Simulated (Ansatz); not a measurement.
Base system: MoSi2 (space group I4/mmm, No. 139; a = 3.190 Å, c = 7.822 Å; relaxed with 0.1 eV smearing). Axes: x, y, z lie along a, b, c of the conventional cell.

Calculations: PBEsol in Ansatz (plane waves to 420 eV, PAW, no spin-orbit coupling).

Before the change:

```
Item                                Value
-----------------------------  ----------
Shortest interatomic distance  4.876 bohr
Band gap                             zero
```

It is then changed as follows: uniaxial strain ε_xx = +2.00 %, all other strain components held at zero, atoms relaxed at fixed cell.

**Question.** Estimate the effect on the energy relative to the base.

**Answer.** The energy grows by 6.6 meV/atom.

**Question.** What does the calculation give for the shortest interatomic distance after the change?

**Answer.** The shortest interatomic distance drops by 0.0066 bohr, from 4.876 bohr to 4.870 bohr.

**Question.** What happens to the band gap?

**Answer.** The band gap stays zero.

**Question.** Estimate the effect on the stress.

**Answer.** The stress (xx, yy, zz, yz, xz, xy; compression positive) amounts to (-7.8, -2.3, -1.8, 0.0, 0.0, 0.0) GPa.

Stability against distortions was not tested. All final runs are without spin polarisation.

Ansatz is a first-principles code.
